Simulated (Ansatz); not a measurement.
# Migration barriers: interstitial O in silicon, neutral cell

Defect: interstitial O in silicon, neutral cell. These are PBE, PAW (plane waves to 420 eV; Ansatz, a program for electronic structure) values and carry that method's errors.

Cell of 216 host sites held at the relaxed PBE lattice; the Γ point alone; Fermi-Dirac width 0.01 eV, spin-restricted; finite-size errors left in. Static, classical nuclei. The charge state is imposed; whether it is stable for some Fermi level was not computed. Sites that were not tried may lie lower.

Barriers: single points on a 2×2×2 k-point mesh shifted by half a step at the bands' geometries (they differ from the bands' own by up to 0.13 eV, and are uncertain by about as much).

```
Route                                        Start site over the lowest site run (eV)  Hop (Å)  Forward barrier (eV)  Backward barrier (eV)  Neighbours at the start              Neighbours at the saddle                        Saddle order  Forward, on the band's own sampling (eV)
-------------------------------------------  ----------------------------------------  -------  --------------------  ---------------------  -----------------------  ------------------------------------  ----------------------------------  ----------------------------------------
several atoms move together, O the farthest                                      0.00     1.93                  2.34                   2.34           2 Si at 1.63 Å  Si at 1.76, Si at 1.81, Si at 1.93 Å  not checked, on a symmetry element                                      2.22
several atoms move together, O the farthest                                      0.00     1.71                  2.35                   2.35           2 Si at 1.63 Å  Si at 1.76, Si at 1.82, Si at 1.91 Å  not checked, on a symmetry element                                      2.22
```

Paths come from nudged elastic bands with a climbing image.  A band can be held on a symmetry element, so unchecked saddle points there may be too high.
